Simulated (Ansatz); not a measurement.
System: fluorite CoSi2. Method: r²SCAN+rVV10 (plane waves, PAW; Ansatz, a first-principles code).

Settings: plane-wave cutoff 600 eV, 22×22×22 k mesh, Fermi–Dirac smearing 0.072 eV (set by the program), no spin polarisation, scalar-relativistic PAW data made under PBE.

Cell (relaxed at this level):

CoSi2 has the cubic space group Fm-3m (No. 225), Pearson symbol cF12. Lattice parameters: a = 5.307 Å, b = 5.307 Å, c = 5.307 Å, α = 90.00°, β = 90.00°, γ = 90.00°. Co on 4a sees 8 Si at 2.298 Å (cubic). Si on 8c is coordinated by 4 Co at 2.298 Å and 6 Si at 2.653 Å. (Neighbours: up to the widest gap in distance over summed covalent radii, below 1.35, at either atom; cation-cation and far metal-metal contacts left out.)
(The calculation used a cell of 3 atoms; values per cell refer to that cell.)

### Question
Estimate the elastic constant C44, Voigt–Reuss–Hill shear modulus (Hill average), Young modulus, Poisson ratio, elastic constant C11 and elastic constant C12 that the calculation returns.

### Answer

- elastic constant C44: 104 GPa
- Voigt–Reuss–Hill shear modulus (Hill average): 80.1 GPa
- Young modulus: 212 GPa
- Poisson ratio: 0.323
- elastic constant C11: 272 GPa
- elastic constant C12: 164 GPa

Elastic constants are with the ions relaxed.
